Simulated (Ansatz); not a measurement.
CaO, response to strain

Base system: CaO in the rock salt structure (space group Fm-3m, No. 225; a = 4.7948 Å).

Strains are applied to the cell and any free atomic positions relax.

All numbers come from r2SCAN (Ansatz, a quantum-chemistry and plane-wave program, PAW, scalar-relativistic without spin-orbit coupling).

| isotropic strain (%) | pressure (GPa) |
|---|---|
| -4.84 | 24.0 |
| -2.38 | 9.9 |
| -0.17 | 0.6 |
| 0 | 0.0 |
| 0.26 | ? |
| 0.62 | -2.1 |

Task: Fit P = P₀ − Bδ + Cδ² with δ = (1 + ε)³ − 1 to the rows shown and predict the withheld row.

Result: Least squares on the printed values gives P₀ = -0.1 GPa, B = 113 GPa, C = 440 GPa (largest residual 0.1 GPa); this predicts -0.9 GPa, and the run gives -0.9 GPa, in agreement.

No phonon test of stability was made.
